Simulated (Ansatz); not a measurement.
Ga2S3 (space group Cc, No. 9)

Ga$_{2}$S$_{3}$ is modelled in the monoclinic space group Cc (No. 9), Pearson symbol mS20. Lattice parameters: a = 11.122 Å, b = 6.393 Å, c = 7.004 Å, α = γ = 90.00°, β = 121.02°. Ga1 on 4a is coordinated by 4 S at 2.207–2.327 Å (tetrahedral). Ga2 on 4a sees 4 S at 2.205–2.332 Å (tetrahedral). S1 on 4a sees 3 Ga at 2.312–2.327 Å (trigonal pyramidal). S2 on 4a sees 3 Ga at 2.313–2.332 Å (trigonal pyramidal). S3 on 4a sees 2 Ga at 2.205–2.207 Å (bent). (Neighbours: up to the widest gap in distance over summed covalent radii, below 1.35, at either atom; cation-cation and far metal-metal contacts left out.)
(The calculation used a cell of 10 atoms; values per cell refer to that cell.)

Level of theory: PBEsol (Ansatz, a first-principles code; PAW; 420 eV plane waves; scalar-relativistic without spin-orbit coupling). Γ-centred 6×6×6 mesh, Fermi–Dirac width 0.05 eV.

Volume per atom: 21.34 Å³
Density: 3.67 g/cm³
Band gap: 1.76 eV, direct at Γ
Total energy: -2028.898 eV/atom (σ→0; compares only within this code and set-up)

Whether these cells are dynamically stable was not tested.
